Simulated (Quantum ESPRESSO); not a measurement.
Input and output of a self-consistent single point for RbTl3 (Fm-3m, 4 atoms in the cell) (Quantum ESPRESSO).

Method: LDA (PZ), spin-orbit coupling, PseudoDojo fully relativistic norm-conserving (PBE) pseudopotentials (plane waves; Quantum ESPRESSO).

```yaml
crystal:
  lattice:
    - [0.00000, 4.18059, 4.18059]
    - [4.18059, 0.00000, 4.18059]
    - [4.18059, 4.18059, 0.00000]
  atoms:
    - { symbol: Rb, position: [0.00000, 0.00000, 0.00000] }
    - { symbol: Tl, position: [0.25000, 0.25000, 0.25000] }
    - { symbol: Tl, position: [0.75000, 0.75000, 0.75000] }
    - { symbol: Tl, position: [0.50000, 0.50000, 0.50000] }
```

Reference input (self-consistent single point, DFT, LDA (PZ), plane waves, GBRV 1.5 ultrasoft (LDA) pseudopotentials): ecutwfc = 40 Ry; ecutrho = 200 Ry; occupations = smearing; smearing = gaussian; degauss = 0.0073499 Ry; potentials = {Rb: rb_lda_v1.uspp.F.UPF, Tl: tl_lda_v1.2.uspp.F.UPF}; K_POINTS = automatic 7 7 7 0 0 0; conv_thr = 1e-10 Ry. This run's input differs from it in these lines:

```diff
@@ -12,4 +12,3 @@
  ntyp = 2
- ecutwfc = 40
- ecutrho = 200
+ ecutwfc = 65
  occupations = 'smearing'
@@ -17,2 +16,5 @@
  degauss = 0.0073499
+ noncolin = .true.
+ lspinorb = .true.
+ input_dft = 'pz'
 /
@@ -22,4 +24,4 @@
 ATOMIC_SPECIES
-Rb    85.4678  rb_lda_v1.uspp.F.UPF
-Tl   204.3800  tl_lda_v1.2.uspp.F.UPF
+Rb    85.4678  Rb.upf
+Tl   204.3800  Tl.upf
 CELL_PARAMETERS angstrom
```

The program printed (abridged):

```
     Self-consistent Calculation

     iteration #  1     ecut=    65.00 Ry     beta= 0.70

     Threshold (ethr) on eigenvalues was too large:
     Diagonalizing with lowered threshold

     total energy              =    -416.72121625 Ry
     estimated scf accuracy    <       0.05305655 Ry

     iteration #  2     ecut=    65.00 Ry     beta= 0.70

     total energy              =    -416.73674879 Ry
     estimated scf accuracy    <       0.00617285 Ry

     iteration #  3     ecut=    65.00 Ry     beta= 0.70

     total energy              =    -416.73802777 Ry
     estimated scf accuracy    <       0.00006438 Ry

   [... 3 blocks of this kind left out ...]

     iteration #  7     ecut=    65.00 Ry     beta= 0.70

     total energy              =    -416.73804879 Ry
     estimated scf accuracy    <          9.3E-10 Ry

     iteration #  8     ecut=    65.00 Ry     beta= 0.70
     End of self-consistent calculation

   [... 5 lines left out ...]

   [... 5 lines left out ...]

     the Fermi energy is     7.1321 ev

!    total energy              =    -416.73804879 Ry
     estimated scf accuracy    <          3.0E-11 Ry
     smearing contrib. (-TS)   =      -0.00033238 Ry
     internal energy E=F+TS    =    -416.73771641 Ry

     convergence has been achieved in   8 iterations

     Forces acting on atoms (cartesian axes, Ry/au):

     atom    1 type  1   force =     0.00000000    0.00000000    0.00000000
   [... zero for the other atoms too ...]

     Total force =     0.000000     Total SCF correction =     0.000000

          total   stress  (Ry/bohr**3)                   (kbar)     P=      -36.70
  -0.00024945  -0.00000000  -0.00000000          -36.70       -0.00       -0.00
  -0.00000000  -0.00024945  -0.00000000           -0.00      -36.70       -0.00
  -0.00000000  -0.00000000  -0.00024945           -0.00       -0.00      -36.70

   JOB DONE.
```

The run converged in 8 iterations. Against the reference run the pressure goes from -4.62 to -3.67 GPa.

The starting cell comes from a database of computed structures (which also holds hypothetical and non-ambient phases and stackings), without a prior relaxation at this level. Its lattice was rescaled by a random factor within 2.5 % of one. With a pressure of about -4 GPa the cell is away from its equilibrium volume at this level.

Cost on one core of a shared machine: roughly 3 min.
